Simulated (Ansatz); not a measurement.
Base system: SiC in the zinc blende structure (space group F-43m, No. 216).

```
CELL_PARAMETERS angstrom
      0.00000     2.18988     2.18988
      2.18988     0.00000     2.18988
      2.18988     2.18988     0.00000
ATOMIC_POSITIONS crystal
  C  0.75000 0.75000 0.75000
  Si 0.00000 0.00000 0.00000
```

Method: Ansatz (an electronic-structure program) PBE, spin-orbit coupling left out.

Base values:

The band gap is 1.37 eV and the lattice parameter a is 4.380 Å. The hole mass is 0.36, 0.59, 0.59 mₑ (at Γ) and the electron mass is 0.68 mₑ along k, 0.23 mₑ across (at X).

The change: cell and atoms relaxed at a pressure of 4.5 GPa.

**Question.** Estimate the effect on the band gap.

**Answer.** The band gap falls by 0.02 eV (1.37 eV → 1.35 eV).

**Question.** Predict the new lattice parameter a.

**Answer.** The lattice parameter a drops by 0.0295 Å (4.380 Å → 4.350 Å).

**Question.** Predict the new hole mass.

**Answer.** The hole mass (degenerate bands, along [100]) becomes 0.37, 0.60, 0.60 mₑ (at Γ) (base: 0.36, 0.59, 0.59 mₑ (at Γ)).

**Question.** Predict the new electron mass.

**Answer.** The electron mass goes from 0.68 mₑ along k, 0.23 mₑ across (at X) to 0.67 mₑ along k, 0.23 mₑ across (at X).

Load acts through the strain it causes; cell and atoms are relaxed under it. Masses are band curvatures over ±0.01 Å⁻¹ around the edge. Along k means along the line from Γ to the band edge. No phonon test of stability was made.
